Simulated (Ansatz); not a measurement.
We consider BN (model structure, P6₂22, No. 180, 6 atoms in the cell), described by r²SCAN (Ansatz, an electronic-structure program, PAW).

Numerical settings: plane-wave cutoff 560 eV, 18×18×6 k mesh (along the axes of the cell as run), Fermi–Dirac smearing 0.01 eV, scalar-relativistic PAW data made under PBE.

Computed at the level's own relaxed cell.

```
CELL_PARAMETERS angstrom
      2.60005     0.00000     0.00000
     -1.30002     2.25171     0.00000
      0.00000     0.00000     5.82083
ATOMIC_POSITIONS crystal
  B  0.50000 0.00000 0.66667
  B  0.00000 0.50000 0.33333
  B  0.50000 0.50000 0.00000
  N  0.50000 0.00000 0.16667
  N  0.00000 0.50000 0.83333
  N  0.50000 0.50000 0.50000
```

Q: List the 16 lowest band energies at Γ above −25 eV (eV, relative to the valence band maximum), grouping those that round alike.

A: At Γ: -22.26, -19.00 (×2), -7.68 (×2), -4.89, -2.09 (×2), -1.03 (×2), -0.74, 0.00, 7.41 (×2), 8.64 (×2).

Note: the relaxation could raise the start's symmetry but not lower it, so the cell can be a saddle point.

A model structure was made by putting elements into a prototype or built by hand; it is no filed structure, need not be a known phase, and can be a saddle point held by its symmetry.
